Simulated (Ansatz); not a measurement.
Bi2S3 (model structure, started from the A-La2O3 type, P-3m1, No. 164, 5 atoms in the cell), treated with G0W0@PBEsol (plane waves, hard PAW, contour deformation, complete-basis limit; Ansatz, a program for electronic structure).

Run with largest k mesh 9×9×4 (not extrapolated in the mesh).

Cell (relaxed with PBEsol):

```cif
data_Bi2S3
_chemical_formula_sum 'Bi2 S3'
_space_group_name_H-M_alt 'P 1'
_space_group_IT_number 1
_cell_length_a 3.99485
_cell_length_b 3.99485
_cell_length_c 9.55521
_cell_angle_alpha 90.000
_cell_angle_beta 90.000
_cell_angle_gamma 120.000
loop_
_space_group_symop_operation_xyz
  'x, y, z'
loop_
_atom_site_label
_atom_site_type_symbol
_atom_site_fract_x
_atom_site_fract_y
_atom_site_fract_z
_atom_site_occupancy
Bi1 Bi 0.33333 0.66667 0.19331 1
Bi2 Bi 0.66667 0.33333 0.80669 1
S1 S 0.00000 0.00000 0.00000 1
S2 S 0.33333 0.66667 0.65578 1
S3 S 0.66667 0.33333 0.34422 1
```

Q: Give the computed band gap.

A: 
band gap: 1.31 eV

Note: filled d or f shells below the valence bands can shift G0W0 gaps through exchange with them, which wasn't tested here; the relaxation could raise the start's symmetry but not lower it, so the cell can be a saddle point; the gap holds a correction of +0.19 eV to the complete basis.

Spin–orbit coupling is not included; with these elements it can move the gap by several tenths of an eV or more.

Computed values are for the static lattice.

The result took about 4 core-hours (a rough figure).

A model structure was made by putting elements into a prototype or built by hand; it is no filed structure, need not be a known phase, and can be a saddle point held by its symmetry.
